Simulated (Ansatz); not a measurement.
A periodic model of amorphous Ga12Sb12Se36:

```xyz
60
Lattice="12.8850 -0.4141 -0.0708 -0.4141 11.4271 -0.0290 -0.0708 -0.0290 11.3410" Properties=species:S:1:pos:R:3 pbc="T T T"
Ga     9.0347     8.4973     2.9102
Ga     2.6073     2.3994     7.0574
Ga     1.3482     8.2473     6.4873
Ga     9.7136     2.6015     0.1576
Ga     3.4308     2.5210    10.7270
Ga     6.9008     3.7872     0.8921
Ga     6.3983     6.0164     3.7107
Ga     0.8814     8.9368     1.3322
Ga    10.3046    10.2063    10.9929
Ga     2.8705    11.2912     8.7040
Ga     0.1175     2.3232     9.9949
Ga     2.9123     7.3599     3.0178
Sb     6.8245    10.1546     1.0793
Sb     8.0176     1.3626     5.4590
Sb    10.6159     7.1852     5.5478
Sb    10.3912     6.7249    10.8013
Sb     3.1249     6.5260    10.6814
Sb     6.3159     1.9313     8.5440
Sb     6.4932     9.3750     5.6582
Sb    10.9380     3.9285     7.6129
Sb    10.1427     4.0830     3.8284
Sb     4.3799     7.5139     7.4128
Sb     2.1265     0.1361     4.4827
Sb     2.5031     3.6224     2.8888
Se     0.9177     6.5457     1.9680
Se    10.7092     1.0060     9.8569
Se     8.0042    -0.0295     7.7721
Se     7.4771     3.5745     6.7573
Se     4.4719     4.3886     0.7748
Se     4.4904     0.7579     6.7422
Se     7.0171     6.7174     5.9185
Se     5.5020     6.8320     9.6576
Se     9.0053     9.6975     5.0659
Se    12.3391     8.8710    10.5472
Se     1.5153     1.8515     0.5434
Se    11.4194     3.2420     1.7181
Se     3.5090     8.7160     0.9933
Se     1.0600     0.8412     8.1982
Se     9.9481     6.3094     8.1923
Se     2.3966     8.9552     8.6998
Se     7.1933     3.7458     3.2652
Se     3.0169     9.0387     4.7943
Se     8.4081     4.5379    10.5672
Se     5.7024    10.5857     3.3621
Se    12.2239     9.0600     6.3103
Se     0.0216    10.7630     2.6387
Se     8.6685     8.6261    10.1303
Se     9.4085    10.7076     1.8505
Se     4.0151     1.5108     3.1284
Se    10.8534     7.0246     2.7764
Se     4.6094     0.3997    10.6357
Se     1.1649     2.7995     5.1404
Se    -0.0831     4.6526     9.4824
Se     3.6957     3.8045     8.6701
Se    12.2860     5.0208     5.4984
Se     7.1370     7.3683     1.8083
Se     2.1060     6.0706     7.1650
Se     7.5277     1.4778     0.2804
Se     4.0270     5.5568     4.1996
Se    10.5470     1.7264     5.0575
```

Calculation: PBE-D3(BJ), scalar-relativistic without spin-orbit coupling, PAW (Ansatz default set, large-core Se) (plane waves to 420 eV; Ansatz, an electronic-structure program).

The cell was made by melting and quenching with the CHGNet potential and then relaxed with DFT. The hot cell started wider than the set density and was brought back towards it in steps. It is the lowest in DFT energy of 3 quenches. It is a model cell: composition and starting density were chosen by hand, and all elements were melted together. The geometry includes D3(BJ) dispersion. Its density started from a set value of 4.84 and ended at 5.12 g/cm³. Cooling (nominally 79 K/ps over its main leg) ran many orders faster than in experiment, which tends to leave more defects and strain. One small periodic cell is one sample of the glass; other quenches scatter about these values. Volume and shape were free in the relaxation. On a 2×2×2 Γ-centred mesh force components of up to 0.19 eV/Å stay, since the relaxation ran on one k-point at (1/4, 1/4, 1/4).

Bonds are counted up to Ga-Ga 2.93 Å, Ga-Sb 3.13 Å, Ga-Se 2.80 Å, Sb-Sb 3.34 Å, Sb-Se 3.18 Å, Se-Se 2.76 Å.

Question: Give the coordination numbers, mean bond lengths and angles.

Answer: 
```yaml
Mean coordination of Ga: 4.00 (12 with 4)
Mean coordination of Sb: 4.08 (3 with 3, 5 with 4, 4 with 5)
Mean coordination of Se: 2.64 (14 with 2, 21 with 3, 1 with 4)
Mean Ga-Se bond: 2.453 Å (spread 0.057 Å, 48 counted)
Mean Sb-Se bond: 2.779 Å (spread 0.159 Å, 47 counted)
Mean Sb-Sb bond: 3.318 Å (spread 0.000 Å, 1 counted)
Bond angle at Ga: mean 109.3°, spread 12.8°
Bond angle at Sb: mean 103.5°, spread 27.3°
Bond angle at Se: mean 98.0°, spread 16.9°
```

Question: List the pairs of like atoms that count as bonded by the rules above.

Answer: Sb19-Sb22 (3.32 Å).

Question: What Bader charges do the atoms carry, from a run on one k-point at (1/4, 1/4, 1/4)?

Answer: Means (range): Ga +0.94 e (+0.92 to +0.95), Sb +0.90 e (+0.83 to +0.95), Se -0.61 e (-0.68 to -0.50).
| atom | charge (e) |
|---|---|
| Ga1 | +0.92 |
| Ga2 | +0.94 |
| Ga3 | +0.92 |
| Ga4 | +0.94 |
| Ga5 | +0.93 |
| Ga6 | +0.93 |
| Ga7 | +0.94 |
| Ga8 | +0.93 |
| Ga9 | +0.95 |
| Ga10 | +0.93 |
| Ga11 | +0.94 |
| Ga12 | +0.94 |
| Sb13 | +0.93 |
| Sb14 | +0.88 |
| Sb15 | +0.90 |
| Sb16 | +0.92 |
| Sb17 | +0.93 |
| Sb18 | +0.95 |
| Sb19 | +0.85 |
| Sb20 | +0.89 |
| Sb21 | +0.88 |
| Sb22 | +0.83 |
| Sb23 | +0.89 |
| Sb24 | +0.92 |
| Se25 | -0.66 |
| Se26 | -0.66 |
| Se27 | -0.58 |
| Se28 | -0.62 |
| Se29 | -0.67 |
| Se30 | -0.66 |
| Se31 | -0.62 |
| Se32 | -0.55 |
| Se33 | -0.59 |
| Se34 | -0.62 |
| Se35 | -0.61 |
| Se36 | -0.60 |
| Se37 | -0.59 |
| Se38 | -0.67 |
| Se39 | -0.55 |
| Se40 | -0.65 |
| Se41 | -0.64 |
| Se42 | -0.68 |
| Se43 | -0.62 |
| Se44 | -0.57 |
| Se45 | -0.57 |
| Se46 | -0.59 |
| Se47 | -0.60 |
| Se48 | -0.57 |
| Se49 | -0.52 |
| Se50 | -0.64 |
| Se51 | -0.65 |
| Se52 | -0.59 |
| Se53 | -0.63 |
| Se54 | -0.64 |
| Se55 | -0.54 |
| Se56 | -0.67 |
| Se57 | -0.50 |
| Se58 | -0.68 |
| Se59 | -0.63 |
| Se60 | -0.59 |
